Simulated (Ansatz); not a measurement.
Base system: MoTe$_{2}$ in the 2H-MoS2 type structure (space group P6_3/mmc, No. 194; a = 3.5421 Å, c = 14.1819 Å; layered, stacked along the Cartesian z axis). Axes: x lies along a and z along c of the hexagonal cell.

All numbers come from Ansatz (a quantum-chemistry and plane-wave program), r2SCAN+rVV10, PAW, cutoff 500 eV, without spin-orbit coupling.

For the base:

| Property | Result |
|---|---|
| Pressure | 0.0 kbar |

It is then changed as follows: strain tensor (xx, yy, zz, yz, xz, xy) = (−1.35, −0.07, +0.17, +0.32, −0.11, −0.92) %; the atoms relax in the strained cell.

### Question
What happens to the pressure and energy relative to the base?

### Answer
The pressure (mean of the normal stresses, compression positive) goes from zero to 8.3 kbar; the energy grows by 3.4 meV/atom.

No phonon test of stability was made.
